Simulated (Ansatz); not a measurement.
Start from KI in the rock salt structure (space group Fm-3m, No. 225; a = 7.007 Å). Axes: x, y, z lie along the cube axes.

The values are results of PBEsol, PAW, 420 eV (Ansatz, an electronic-structure program; scalar-relativistic without spin-orbit coupling), not measurements.

Perturbation: tensile biaxial strain of 1.96 % in the plane normal to [110], as in epitaxy on a mismatched substrate; the out-of-plane cell vector and the atoms relax.

### Question
What happens to the out-of-plane strain, in-plane stress and energy relative to the base?

### Answer
The out-of-plane strain is -1.56 %; the mean in-plane stress (compression positive) is -0.4 GPa; the energy rises by 2.1 meV/atom.

A biaxial case was relaxed in a doubled cell and then solved in the primitive one. Stability against distortions was not tested.
